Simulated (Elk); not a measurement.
Input and output of a self-consistent single point for Li (Im-3m, 1 atom in the cell) (Elk).

Computed with Elk 10.2.4 with PBEsol, all-electron FP-LAPW, Elk's shipped species files, APW+lo basis with extra local orbitals.

```
CELL_PARAMETERS angstrom
     -1.75023     1.75023     1.75023
      1.75023    -1.75023     1.75023
      1.75023     1.75023    -1.75023
ATOMIC_POSITIONS crystal
  Li 0.00000 0.00000 0.00000
```

Reference input (self-consistent single point, DFT, PBEsol, all-electron FP-LAPW, Elk's shipped species files, APW+lo basis with extra local orbitals): xctype = 22; rgkmax = 8; stype = 3; swidth = 0.00367493 Ha; ngridk = 9 9 9; gmaxvr = 16 1/bohr; nxlo = 2; lorbcnd = true; lmaxi = 3. This run's input differs from it in these lines:

```diff
@@ -22,3 +22,3 @@
 stype
-  3
+  0
 
@@ -42,3 +42,3 @@
 ngridk
-  9 9 9
+  15 15 15
```

Log, with long lists cut:

```
│ Self-consistent loop started │
│ Loop number : 1 │
 total energy                :     -7.46775885164
│ Loop number : 2 │
 total energy                :     -7.46772311314
RMS change in Kohn-Sham potential (target) :    31.15856951     (  0.1000000000E-05)
Absolute change in total energy (target)   :   0.3573850555E-04 (  0.1000000000E-03)
│ Loop number : 3 │
 total energy                :     -7.46593748576
RMS change in Kohn-Sham potential (target) :    15.67552702     (  0.1000000000E-05)
Absolute change in total energy (target)   :   0.1794562002E-02 (  0.1000000000E-03)
│ Loop number : 4 │
   [... lines left out ...]
Absolute change in total energy (target)   :   0.8841413439E-05 (  0.1000000000E-03)
│ Loop number : 12 │
 total energy                :     -7.46421364335
RMS change in Kohn-Sham potential (target) :   0.1207794462E-04 (  0.1000000000E-05)
Absolute change in total energy (target)   :   0.2297418631E-05 (  0.1000000000E-03)
│ Loop number : 13 │
 total energy                :     -7.46421359846
RMS change in Kohn-Sham potential (target) :   0.5925207203E-06 (  0.1000000000E-05)
Absolute change in total energy (target)   :   0.6192450090E-06 (  0.1000000000E-03)
Convergence targets achieved

│ Loop number : 14 │

Energies :
 Fermi                       :     0.897504403631E-02
 total energy                :     -7.46421359472

Density of states at Fermi energy :    15.17452145
 (states/Hartree/unit cell)

Estimated indirect band gap :   0.3014178097E-02
 from k-point    105 to k-point     70
Estimated direct band gap   :   0.1422669648
 at k-point     14

Charges :
 core                        :    0.000000000
 valence                     :    3.000000000
 interstitial                :   0.8895649068
 muffin-tins (core leakage)
  species :    1 (Li)
   atom    1                 :    2.110435093     (   0.000000000    )
 total in muffin-tins        :    2.110435093
 total calculated charge     :    3.000693370
 total charge                :    3.000000000
 error                       :   0.6933701986E-03

│ Self-consistent loop stopped │
```

The run converged in 14 iterations. The count includes the last loop, which Elk runs after its targets are met. 

The starting cell has typed, rounded lattice constants, without a prior relaxation at this level. Its lattice was rescaled by up to half a per cent. Values depend on the basis (sphere radii, cutoffs, local orbitals), which need not be converged. The log's line on a gap gives a spacing of levels on this mesh, which the program prints for metals too.

Cost on one core of a shared machine: roughly 30 s.
